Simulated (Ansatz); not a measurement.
A constructed model of the (111) surface of fcc Au, (√3x√3)R30°, one Au adatom (bottom of the slab: a bare face, its two planes held)

The numbers are results of PBE (plane waves to 420 eV, PAW; Ansatz, a first-principles code), not measurements.

Slab: 19 atoms, 14.3 Å thick at the start; k 9x9x1, smearing 0.1 eV, dipole-corrected; 6 atoms held, the rest relaxed; symmetry of the start imposed; no spin, no spin-orbit, no U. It is one candidate, not shown to be the stable structure of the face.

```json
{
  "work_function_of_the_top_face": "4.61 eV",
  "energy_released_by_relaxation": "0.10 eV",
  "cost": "roughly 8 core-minutes"
}
```
